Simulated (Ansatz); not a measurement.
## Response to strain in Ti3Al

Base system: Ti$_{3}$Al (space group P6_3/mmc, No. 194; a = 5.688 Å, c = 4.608 Å). Axes: x lies along a and z along c of the hexagonal cell.

Strains are applied to the cell and any free atomic positions relax; under biaxial strain the out-of-plane vector relaxes too; under stress the whole cell relaxes.

The values are results of PBEsol (Ansatz, an electronic-structure program, PAW, without spin-orbit coupling), not measurements.

Notes on the quantities. energy relative to the base: free energy F; pressure: mean of the normal stresses, compression positive.

```tsv
case	energy relative to the base	volume per atom	pressure	space group
base	0 meV/atom	16.14 Å³	0.0 GPa	P6_3/mmc (No. 194)
biaxial strain +1.27 %, plane normal [001], relaxed out of plane	+3.9 meV/atom	16.43 Å³	-2.0 GPa	P6_3/mmc (No. 194)
isotropic strain −0.77 %	+3.3 meV/atom	15.77 Å³	2.9 GPa	P6_3/mmc (No. 194)
isotropic strain −0.60 %	+2.0 meV/atom	15.85 Å³	2.3 GPa	P6_3/mmc (No. 194)
isotropic strain +5.76 %	+157 meV/atom	19.09 Å³	-14.9 GPa	P6_3/mmc (No. 194)
uniaxial strain ε_zz = −1.49 %	+2.8 meV/atom	15.90 Å³	2.0 GPa	P6_3/mmc (No. 194)
uniaxial strain ε_zz = −0.42 %	+0.2 meV/atom	16.07 Å³	0.5 GPa	P6_3/mmc (No. 194)
uniaxial stress, 2 GPa tension along z	+0.9 meV/atom	16.22 Å³	–	P6_3/mmc (No. 194)
tensor shear ε_xy = −0.72 %	+0.6 meV/atom	16.14 Å³	0.0 GPa	P2_1/m (No. 11)
```

Stability under load was not tested beyond the relaxation. The final runs are not spin-polarised.
